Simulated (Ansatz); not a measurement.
Functionals compared on CO on the 1x1 (100) surface of monoclinic HfO2 (cut with top plane 2 O), one in a 1x1 cell, started at the site 'top O', in Ansatz (plane waves, PAW). The structure was relaxed with PBE; the other rows are single points on it, each with its references at the same level. Cutoff 420 eV (500 eV for r2SCAN). HSE06 used the coarser mesh 3x3x1.

Host crystal: monoclinic HfO2, with a band gap (PBE, scalar-relativistic without spin-orbit coupling).

Set-up: 26 atoms, 9.3 Å thick at the start under the adsorbate (thin: gaps and levels are the slab's own); mesh 4x4x1; 0.01 eV smearing; dipole correction on; 12 atoms held, the rest relaxed; no symmetry held; no spin, no spin-orbit, no U, no dispersion correction. At the end it is bonded to Hf. In PBE it is, or lies within 0.03 eV of, the lowest of the starts that converged. These notes are the PBE run's. Adsorption energies are against CO(g). A negative adsorption energy means that the adsorbate is more stable on the surface than in its reference.

A dash marks a value that is undefined for that row or was read on another mesh.

```tsv
functional	adsorption energy (eV)	gap of the slab on its k-mesh (eV)	highest filled level below the top vacuum level (eV)	rough cost of the single point
PBE	-0.54	3.01	6.38	–
RPBE	(withheld)	(withheld)	(withheld)	around 3 core-minutes (rough)
r2SCAN	-0.66	3.46	6.75	roughly 5 core-minutes
HSE06	-0.52	–	–	around 40 core-minutes (rough)
```

Q: Complete the blanks.

A: 
- RPBE, adsorption energy (eV): -0.33
- RPBE, gap of the slab on its k-mesh (eV): 3.04
- RPBE, highest filled level below the top vacuum level (eV): 6.25

Ansatz is a program for electronic structure.
